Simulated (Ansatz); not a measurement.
# Y on the 1x1 (110) surface of bcc W, one in a 2x2 cell, started at the site 'hollow W-W-W'

Method: PBE (plane waves to 420 eV, PAW; Ansatz, a program for electronic structure).

Model: 17-atom slab, 6.6 Å thick at the start under the adsorbate (thin: gaps and levels are the slab's own), 6x6x1 mesh, Fermi-Dirac 0.1 eV, dipole correction, 8 atoms held, the rest relaxed; symmetry of the start imposed; no spin, no spin-orbit, no U, no dispersion correction. At the end it is bonded to 4 W. In PBE it is, or lies within 0.03 eV of, the lowest of the starts that converged.

| Property | Result |
|---|---|
| adsorption energy against an atom of hcp Y | -0.71 eV |
| work function of the top face | 2.28 eV |
| change of the work function | -2.54 eV |
| change of the step from the bottom to the top vacuum level, against the clean slab | -2.51 eV |
| energy released by relaxation | 1.76 eV |
| height of the binding atom over the mean of the host atoms within 0.3 Å of the top one | 2.325 Å |
| nearest host atoms of the binding atom | W at 2.86 Å, W at 2.86 Å, W at 3.18 Å |
| largest move of a host atom | 0.08 Å |
| note | the adsorbate left its starting site by 0.6 Å |
| cost | roughly 15 core-minutes |

A negative adsorption energy means that the adsorbate is more stable on the surface than in its reference.
